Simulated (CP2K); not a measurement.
## Input and output of a self-consistent single point for Cs2KYBr6 (Fm-3m, 10 atoms in the cell) (CP2K)

Method of the run: CP2K with LDA (Pade form), GPW, DZVP-MOLOPT-SR-GTH basis, GTH-PADE potentials (GTH_POTENTIALS).

This input was run:

```
&GLOBAL
  PROJECT run
  RUN_TYPE ENERGY_FORCE
  PRINT_LEVEL LOW
&END GLOBAL
&FORCE_EVAL
  METHOD Quickstep
  STRESS_TENSOR ANALYTICAL
  &DFT
    BASIS_SET_FILE_NAME BASIS_MOLOPT
    POTENTIAL_FILE_NAME GTH_POTENTIALS
    &QS
      METHOD GPW
      EPS_DEFAULT 1E-11
    &END QS
    &MGRID
      CUTOFF 500
      REL_CUTOFF 50
      NGRIDS 5
    &END MGRID
    &SCF
      SCF_GUESS ATOMIC
      EPS_SCF 1E-7
      MAX_SCF 100
      ADDED_MOS 14
      &DIAGONALIZATION
        ALGORITHM STANDARD
      &END DIAGONALIZATION
      &MIXING
        METHOD BROYDEN_MIXING
        ALPHA 0.3
        NBUFFER 8
        BETA 1
      &END MIXING
    &END SCF
    &KPOINTS
      SCHEME MONKHORST-PACK 3 3 3
    &END KPOINTS
    &XC
      &XC_FUNCTIONAL PADE
      &END XC_FUNCTIONAL
    &END XC
    &PRINT
      &MO
        EIGENVALUES T
        OCCUPATION_NUMBERS T
        NDIGITS 8
        FILENAME mo
        &EACH
          QS_SCF 0
        &END EACH
        ADD_LAST NUMERIC
      &END MO
      &MULLIKEN OFF
      &END MULLIKEN
    &END PRINT
  &END DFT
  &SUBSYS
    &CELL
      ABC 8.44253700 8.44253630 8.44253612
      ALPHA_BETA_GAMMA 60.00000233 60.00000046 60.00000119
      PERIODIC XYZ
    &END CELL
    &COORD
      SCALED
      K        0.50000000     0.50000000     0.50000000
      Cs       0.75000000     0.75000000     0.75000000
      Cs       0.25000000     0.25000000     0.25000000
      Y        0.00000000     0.00000000     0.00000000
      Br       0.76551000     0.23449000     0.23449000
      Br       0.23449000     0.76551000     0.76551000
      Br       0.23449000     0.76551000     0.23449000
      Br       0.76551000     0.23449000     0.76551000
      Br       0.23449000     0.23449000     0.76551000
      Br       0.76551000     0.76551000     0.23449000
    &END COORD
    &KIND K
      BASIS_SET DZVP-MOLOPT-SR-GTH-q9
      POTENTIAL GTH-PADE-q9
    &END KIND
    &KIND Cs
      BASIS_SET DZVP-MOLOPT-SR-GTH-q9
      POTENTIAL GTH-PADE-q9
    &END KIND
    &KIND Y
      BASIS_SET DZVP-MOLOPT-SR-GTH-q11
      POTENTIAL GTH-PADE-q11
    &END KIND
    &KIND Br
      BASIS_SET DZVP-MOLOPT-SR-GTH-q7
      POTENTIAL GTH-PADE-q7
    &END KIND
  &END SUBSYS
  &PRINT
    &FORCES ON
    &END FORCES
    &STRESS_TENSOR ON
    &END STRESS_TENSOR
  &END PRINT
&END FORCE_EVAL
```

Output (repeated stretches shortened):

```
 GLOBAL| Method name                                                        CP2K
 GLOBAL| Project name                                                        run
 GLOBAL| Run type                                                   ENERGY_FORCE

 TOTAL NUMBERS AND MAXIMUM NUMBERS

  Total number of            - Atomic kinds:                                   4
                             - Atoms:                                         10
                             - Shell sets:                                    10
                             - Shells:                                        56
                             - Primitive Cartesian functions:                 49
                             - Cartesian basis functions:                    160
                             - Spherical basis functions:                    146

  Maximum angular momentum of- Orbital basis functions:                        3
                             - Local part of the GTH pseudopotential:          2
                             - Non-local part of the GTH pseudopotential:      4

 SCF PARAMETERS         Density guess:                                    ATOMIC
                        max_scf:                                             100
                        max_diis:                                              4
                        eps_scf:                                        1.00E-07
                        eps_diis:                                       1.00E-01
                        eps_eigval:                                     1.00E-05
                        level_shift [a.u.]:                             0.000000
                        added MOs                                        14    0
                        Mixing method:                            BROYDEN_MIXING
                                                charge density mixing in g-space
                        No outer SCF

 Extrapolation method: initial_guess

 Number of electrons:                                                         80
 Number of occupied orbitals:                                                 40
 Number of molecular orbitals:                                                54

 Number of orbital functions:                                                146
 Number of independent orbital functions:                                    146

 SCF WAVEFUNCTION OPTIMIZATION

  Step     Update method      Time    Convergence         Total energy    Change
     1 NoMix/Diag. 0.30E+00      -     1.83884249      -188.4649558071 -1.88E+02
     2 Broy./Diag. 0.30E+00      -     0.02574658      -188.0180072256  4.47E-01
     3 Broy./Diag. 0.30E+00      -     0.06152563      -188.2823429545 -2.64E-01
     4 Broy./Diag. 0.30E+00      -     0.01479313      -188.5657996027 -2.83E-01
     5 Broy./Diag. 0.30E+00      -     0.01345526      -188.4503549088  1.15E-01
     6 Broy./Diag. 0.30E+00      -     0.00785290      -188.4958540143 -4.55E-02
     7 Broy./Diag. 0.30E+00      -     0.00149565      -188.5103035939 -1.44E-02
   [... 6 lines left out ...]
    14 Broy./Diag. 0.30E+00      -     0.00000361      -188.5075980730 -4.11E-05
    15 Broy./Diag. 0.30E+00      -     0.00000214      -188.5076069530 -8.88E-06
    16 Broy./Diag. 0.30E+00      -     0.00000017      -188.5076145764 -7.62E-06
    17 Broy./Diag. 0.30E+00      -     0.00000028      -188.5076112131  3.36E-06
    18 Broy./Diag. 0.30E+00      -     0.00000005      -188.5076093571  1.86E-06

  *** SCF run converged in    18 steps ***

  Electronic density on regular grids:        -80.0000000000       -0.0000000000
  Core density on regular grids:               79.9999999989       -0.0000000011
  Total charge density on r-space grids:       -0.0000000011
  Total charge density g-space grids:          -0.0000000011

  Overlap energy of the core charge distribution:               0.00000000000148
  Self energy of the core charge distribution:               -379.48430686023369
  Core Hamiltonian energy:                                     81.68046612845887
  Hartree energy:                                             140.29327314532640
  Exchange-correlation energy:                                -30.99704177063150

  Total energy:                                              -188.50760935707845

 ENERGY| Total FORCE_EVAL ( QS ) energy [hartree]           -188.507608756209521

 FORCES| Atomic forces [hartree/bohr]
 FORCES|   Atom     x               y               z               |f|
 FORCES|      1  4.63334109E-09  7.56177317E-10  2.47099740E-09   5.30523157E-09
 FORCES|      2 -8.60391513E-10 -9.51039360E-10 -2.17655925E-10   1.30081648E-09
 FORCES|      3  2.89228054E-10  1.29015641E-09  4.70270758E-10   1.40332143E-09
 FORCES|      4  3.34409541E-09  2.80055571E-09  1.25990409E-09   4.54020316E-09
 FORCES|      5  2.08560144E-09 -3.45117523E-03 -2.44034357E-03   4.22680579E-03
 FORCES|      6 -3.36625604E-09  3.45117317E-03  2.44034035E-03   4.22680225E-03
 FORCES|      7 -2.98881243E-03  1.72558953E-03 -2.44034968E-03   4.22681506E-03
 FORCES|      8  2.98880911E-03 -1.72558952E-03  2.44034736E-03   4.22681137E-03
 FORCES|      9 -2.98881212E-03 -1.72558833E-03  2.44035079E-03   4.22681499E-03
 FORCES|     10  2.98880931E-03  1.72558649E-03 -2.44034923E-03   4.22681135E-03
 FORCES| Sum     7.74168056E-14  4.10864918E-14  2.71706702E-13
 FORCES| Total atomic force                                       2.85492546E-13

 STRESS| Analytical stress tensor [bar]
 STRESS|                        x                   y                   z
 STRESS|      x       -2.26328243114E+04   4.50904286206E-03   3.02064488554E-03
 STRESS|      y        4.50904286206E-03  -2.26327971703E+04   1.55958404897E-02
 STRESS|      z        3.02064488554E-03   1.55958404897E-02  -2.26328026187E+04
 STRESS| 1/3 Trace                                            -2.26328080334E+04
```

The run converged in 18 iterations.

The starting cell comes from a database of computed structures (which also holds hypothetical and non-ambient phases and stackings), without a prior relaxation at this level. Values carry the incompleteness of an atom-centred basis.

Cost on one core of a shared machine: roughly 80 s.
